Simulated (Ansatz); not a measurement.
Candidates (primitive cells; geometry: cell and atoms relaxed with PBEsol):
A. BaF2 (Fm-3m), a = b = c = 4.3398 Å, α = β = γ = 60.00°
B. Li2S (Fm-3m), a = 3.9986 Å, b = 3.9986 Å, c = 3.9986 Å, α = 60.00°, β = 60.00°, γ = 60.00°
C. Li₂O (Fm-3m), a = b = c = 3.2385 Å, α = β = γ = 60.00°
D. Be2C (Fm-3m), a = b = c = 3.0481 Å, α = β = γ = 60.00°
E. Na2S (Fm-3m), a = 4.597 Å, b = 4.597 Å, c = 4.597 Å, α = 60.00°, β = 60.00°, γ = 60.00°

Rank these by band gap (lowest first), as PBEsol, rigid bands (Ansatz, an electronic-structure program) gives it.

D (1.08 eV), E (2.43 eV), B (3.20 eV), C (4.88 eV), A (6.83 eV)

Spin-orbit coupling is left out.

Formula and space group known from diffraction (Crystallography Open Database), not checked to be the room-temperature form: Be2C (Fm-3m), Li2S (Fm-3m), Na2S (Fm-3m).
